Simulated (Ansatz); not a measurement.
# fcc Al (0 0 1) on tetragonal BaTiO3 (0 0 1) (film strained to the substrate, started from cuts of the bulks and a machine-learned relaxation; slabs Ba4Ti4O12 and Al12, which can lie off the formulas)

A periodic stack without vacuum, fcc Al (0 0 1) on tetragonal BaTiO3 (0 0 1) (film strained to the substrate, started from cuts of the bulks and a machine-learned relaxation; slabs Ba4Ti4O12 and Al12, which can lie off the formulas): substrate slab Ba4Ti4O12, film Al12, surface cells [[0, 1], [-1, 0]] and [[0, -1], [2, 1]], film strained by -1.4 and -1.4 %, outermost planes OTi/BaO and Al/Al as cut, which need not be the usual terminations and can put a slab off its formula.

The start was prepared with a machine-learned potential, and the result is one local minimum, with the in-plane cell held and forces under 0.04 eV/Å; the film can end far from its bulk form.

These are PBE (plane waves to 420 eV, PAW; Ansatz, a first-principles code) values and carry that method's errors. Spin–orbit coupling is left out; the runs are not spin-polarised; PBE gaps are too small against experiment. Its k-point mesh 8×8×1, Fermi–Dirac width 0.05 eV.

interface area: 15.9 Å²
period: 30.59 Å
heights between the nearest atoms of the two slabs at the two interfaces: 3.34 and 1.90 Å
Al–Ti contacts across the interfaces within 1.22 times the sum of covalent radii: 4, mean 2.97 Å
Al–Ba contacts across the interfaces within 1.22 times the sum of covalent radii: 4, mean 3.90 Å
Al–O contacts across the interfaces within 1.22 times the sum of covalent radii: 2, mean 1.90 Å

```xyz
32
Lattice="3.9853 0.0002 -0.0638 0.0004 3.9855 0.0376 0.5124 1.6155 30.5976" Properties=species:S:1:pos:R:3 pbc="T T T"
Ba     3.6963     4.0101     3.4167
Ti     1.6690     2.0361     1.3218
O      1.6965     2.0177     3.1327
O      1.6619     4.0308     1.0386
O      3.6540     2.0366     0.9896
Ba     3.7653     3.9732     7.6088
Ti     1.7405     2.0038     5.5668
O      1.7674     1.9809     7.3700
O      1.7324     3.9874     5.3473
O      3.7237     1.9973     5.2969
Ba     3.8327     3.9272    11.7995
Ti     1.8053     1.9507     9.7823
O      1.8366     1.9398    11.5916
O      1.8049     3.9567     9.5879
O      3.7983     1.9632     9.5375
Ba     3.9034     3.8762    15.9994
Ti     1.8774     1.9078    13.9909
O      1.9042     1.8963    15.7831
O      1.8723     3.9111    13.8236
O      3.8647     1.9168    13.7728
Al     2.0152     1.7631    21.4158
Al     4.0083     3.7558    21.4128
Al     3.9727     1.7896    19.3333
Al     1.9800     3.7816    19.3745
Al     2.0851     1.7158    25.5516
Al     4.0780     3.7087    25.5416
Al     4.0445     1.7366    23.4673
Al     2.0519     3.7292    23.5025
Al     2.1451     1.6768    29.6979
Al     4.1379     3.6697    29.6866
Al     4.1102     1.6949    27.6820
Al     2.1159     3.6886    27.6138
```
